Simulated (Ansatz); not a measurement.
## LuAgTe₂ (space group R-3m, No. 166; a hypothetical phase, not in the database extracts checked)

```cif
data_AgLuTe2
_chemical_formula_sum 'Lu1 Ag1 Te2'
_space_group_name_H-M_alt 'P 1'
_space_group_IT_number 1
_cell_length_a 7.45410
_cell_length_b 7.45410
_cell_length_c 7.45410
_cell_angle_alpha 33.696
_cell_angle_beta 33.696
_cell_angle_gamma 33.696
loop_
_space_group_symop_operation_xyz
  'x, y, z'
loop_
_atom_site_label
_atom_site_type_symbol
_atom_site_fract_x
_atom_site_fract_y
_atom_site_fract_z
_atom_site_occupancy
Lu1 Lu 0.00000 0.00000 0.00000 1
Ag1 Ag 0.50000 0.50000 0.50000 1
Te1 Te 0.25081 0.25081 0.25081 1
Te2 Te 0.74919 0.74919 0.74919 1
```

Calculations: r2SCAN (Ansatz, a quantum-chemistry and plane-wave program; PAW; 500 eV plane waves; without spin-orbit coupling). k-mesh 9×9×9 (Γ-centred); smearing 0.05 eV (Fermi–Dirac).

| Item | Result |
|---|---|
| Volume per atom | 28.39 Å³ |
| Density | 7.87 g/cm³ |
| Band gap | 1.09 eV, indirect, T → F |
| Total energy | -9085.274 eV/atom (σ→0; compares only within this code and set-up) |

With Te present, leaving out spin-orbit coupling can change the band edges. Whether these cells are dynamically stable was not tested.
